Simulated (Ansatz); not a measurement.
Consider interstitial Na in alpha cristobalite, charge state +1. These are PBE, PAW (plane waves to 420 eV; Ansatz, a quantum-chemistry and plane-wave program) values and carry that method's errors.

96-site cell at the relaxed PBE lattice, the Γ point alone, smearing 0.01 eV, spin-restricted, no finite-size correction. Static, classical nuclei. The host's phase is taken as given; its stability against other phases was not computed. The charge state is imposed; whether it is stable for some Fermi level was not computed. Sites that were not tried may lie lower.

Barriers: single points on a 2×2×2 k-point mesh shifted by half a step at the bands' geometries.

The step: several atoms move together, Na the farthest. Atoms about the jump, Cartesian Å from the middle of the jump, before and after:

```tsv
atom	x0	y0	z0	x1	y1	z1
Na1	0.13	-1.27	-0.89	-0.13	1.27	0.89
O2	0.80	0.99	-1.50	0.71	1.04	-1.40
O3	-0.71	-1.49	1.40	-0.81	-1.20	1.38
O4	2.38	-0.60	-0.28	2.49	-0.57	-0.34
O5	-2.33	-0.59	-0.40	-2.67	-0.57	-0.38
O6	-1.70	1.27	-2.16	-1.79	1.15	-2.19
Si7	2.33	0.92	-0.89	2.27	0.93	-0.90
Si8	-2.72	0.92	-0.93	-2.82	0.94	-0.96
Si9	-2.27	-1.61	0.89	-2.32	-1.58	0.85
Si10	0.25	-1.22	2.72	0.21	-1.14	2.67
O11	1.79	-1.40	2.20	1.71	-1.35	2.11
Si12	-0.19	1.42	-2.73	-0.26	1.32	-2.72
O13	0.03	0.31	3.21	0.09	0.42	3.18
O14	-2.56	1.94	0.32	-2.39	1.94	0.28
Si15	2.82	-1.60	0.96	2.76	-1.62	0.89
O16	2.54	1.97	0.31	2.32	1.95	0.40
O17	-0.10	-2.11	-3.18	0.04	-2.23	-3.16
O18	-0.82	3.58	1.42	-0.80	3.51	1.50
O19	0.02	0.39	-3.97	0.05	0.29	-3.92
```

Q: Predict the transition state.

A: 
```tsv
atom	x	y	z
Na1	-0.11	-0.06	0.03
O2	0.91	1.34	-1.48
O3	-0.88	-1.64	1.53
O4	2.20	-0.43	-0.17
O5	-2.43	-0.59	-0.23
O6	-1.61	1.11	-2.01
Si7	2.43	0.99	-0.96
Si8	-2.76	0.89	-0.87
Si9	-2.43	-1.69	0.99
Si10	0.17	-1.38	2.77
O11	1.66	-1.57	2.15
Si12	-0.18	1.49	-2.71
O13	0.00	0.19	3.17
O14	-2.59	1.95	0.34
Si15	2.73	-1.55	0.93
O16	2.92	2.08	0.12
O17	-0.11	-2.04	-3.20
O18	-0.79	3.52	1.39
O19	0.15	0.47	-3.91
```
It lies 0.43 eV above the start and 0.43 eV above the end. The saddle point's order was not checked.
